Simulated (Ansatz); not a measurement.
The cell is built on a prototype and need not be the phase stable at ambient conditions.

By PBEsol, the system below comes out a metal.

A figure of merit of an interconnect metal is its ballistic conductance per area.

Here is the system:

```
Ru3W
1.0
    3.82721     0.00000     0.00000
    0.00000     5.41249     0.00000
    0.00000     2.70625     2.70625
Ru W
3 1
Cartesian
  1.91360   1.35312   1.35312
  0.00000   2.70625   0.00000
  1.91360   4.05937   1.35312
  0.00000   0.00000   0.00000
```

Space group of this cell: Pm-3m, Cu3Au type. The cell was relaxed by PBE-D3(BJ); by PBEsol its mean pressure is -2.6 GPa.

The current flows along the normal of the first two printed cell vectors. No spin-orbit coupling; the value is a mean over 0.1 eV about the Fermi level.

Task: Predict the ballistic conductance per area from PBEsol run with Ansatz (a first-principles code).

Result: 1.3 × 10¹⁵ S/m² for both spins.
